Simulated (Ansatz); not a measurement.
System: WS₂ (model structure, started from the 3R-MoS2 type, R3m, No. 160, 3 atoms in the cell). Method: PBEsol (PAW; Ansatz, a program for electronic structure).

Numerical settings: plane-wave cutoff 500 eV, 14×14×14 k mesh, Fermi–Dirac smearing 0.05 eV, no spin polarisation, scalar-relativistic PAW data made under PBE.

Cell (relaxed at this level):

```yaml
crystal:
  lattice:
    - [1.57369, 0.90857, 6.36987]
    - [-1.57369, 0.90857, 6.36987]
    - [0.00000, -1.81715, 6.36987]
  atoms:
    - { symbol: W, position: [0.99999, 0.99999, 0.99999] }
    - { symbol: S, position: [0.74864, 0.74864, 0.74864] }
    - { symbol: S, position: [0.58467, 0.58467, 0.58467] }
```

Q: Estimate the band gap that the calculation returns.

A: 
- band gap: 1.19 eV (on the SCF k mesh)

Note: the relaxation could raise the start's symmetry but not lower it, so the cell can be a saddle point; the cell has widely spaced layers and the level no dispersion term, so their spacing and the moduli can rest on weak binding.

Spin–orbit coupling is not included.

The computed numbers hold no vibrational or temperature effects.

A model structure was made by putting elements into a prototype or built by hand; it is no filed structure, need not be a known phase, and can be a saddle point held by its symmetry.
